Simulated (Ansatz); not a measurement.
**HfSiO4 (I4₁/amd, No. 141, 12 atoms in the cell; start COD 9000852)**

All values below come from LDA (Ansatz, a first-principles code, PAW).

Run with plane-wave cutoff 520 eV, 8×8×8 k mesh, Fermi–Dirac smearing 0.01 eV, scalar-relativistic PAW data made under PBE.

Cell (relaxed at this level):

```cif
data_Hf4O16Si4
_chemical_formula_sum 'Hf4 Si4 O16'
_space_group_name_H-M_alt 'I41/amd :1'
_space_group_IT_number 141
_space_group_name_Hall 'I 4bw 2bw -1bw'
_cell_length_a 6.52412
_cell_length_b 6.52412
_cell_length_c 5.92265
_cell_angle_alpha 90.000
_cell_angle_beta 90.000
_cell_angle_gamma 90.000
loop_
_atom_site_label
_atom_site_type_symbol
_atom_site_symmetry_multiplicity
_atom_site_Wyckoff_symbol
_atom_site_fract_x
_atom_site_fract_y
_atom_site_fract_z
_atom_site_occupancy
Hf1 Hf 4 a 0.00000 0.00000 0.00000 1
Si1 Si 4 b 0.00000 0.00000 0.50000 1
O1 O 16 h 0.31495 0.00000 0.06805 1
```
(The calculation used a cell of 12 atoms; values per cell refer to that cell.)

```
Quantity                              Result
---------------  ---------------------------
band gap         5.43 eV (on the SCF k mesh)
direct gap at Γ                      5.85 eV
```

Note: the relaxation could not lower the start's symmetry, so the cell can be a saddle point above a distorted one.

Spin–orbit coupling is not included.

Static lattice: no zero-point or thermal effects.
